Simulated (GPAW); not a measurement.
## Refining one setting for TaN (P-62m, 6 atoms in the cell)

```
CELL_PARAMETERS angstrom
      5.19600     0.00000     0.00000
     -2.59800     4.49987     0.00000
      0.00000     0.00000     2.91100
ATOMIC_POSITIONS crystal
  Ta 0.33333 0.66667 0.50000
  Ta 0.66667 0.33333 0.50000
  Ta 0.00000 0.00000 0.00000
  N  0.39285 0.00000 0.00000
  N  0.60715 0.60715 0.00000
  N  0.00000 0.39285 0.00000
```

Computed with LDA (Perdew-Wang 92), GPAW PAW datasets LDA (gpaw-data 1.0.1) (plane waves; GPAW 25.7.0).

The starting cell comes from a database of published, mostly measured structures (it also holds non-ambient and calculated ones), without a prior relaxation at this level. Spin polarisation is off.

Held fixed: mode = pw; xc = LDA; kpts = 5 5 8; mesh shift (steps) = 0.5 0.5 0.5; occupations.name = methfessel-paxton; occupations.width = 0.1 eV; occupations.order = 0; nbands = -10; convergence.forces = 0.001 eV/Å; symmetry.symmorphic = false; symmetry.tolerance = 0.0005; maxiter = 100.

ΔF is the free energy per atom less that of the last row (1425 eV).

```tsv
ecut	ΔF (meV/atom)	pressure (GPa)	largest force (eV/Å)	plane waves	iterations
380 eV	1255.4	-55.92	0.123	1159	30
475 eV	438.6	-32.82	0.055	1613	26
570 eV	(withheld)	-20.08	0.074	2114	27
665 eV	40.3	-14.40	0.067	2669	24
760 eV	11.0	-12.17	0.081	3267	25
855 eV	(withheld)	-11.35	0.072	3889	25
950 eV	1.52	–	0.068	4546	27
1090 eV	0.91	-11.12	0.066	5586	24
1235 eV	0.45	-11.11	0.070	6733	25
1425 eV	0.00	-11.09	0.071	8350	27
```

Q: Some entries are withheld; supply them.

A: 
- 570 eV, ΔF (meV/atom): 137.8
- 855 eV, ΔF (meV/atom): 3.3
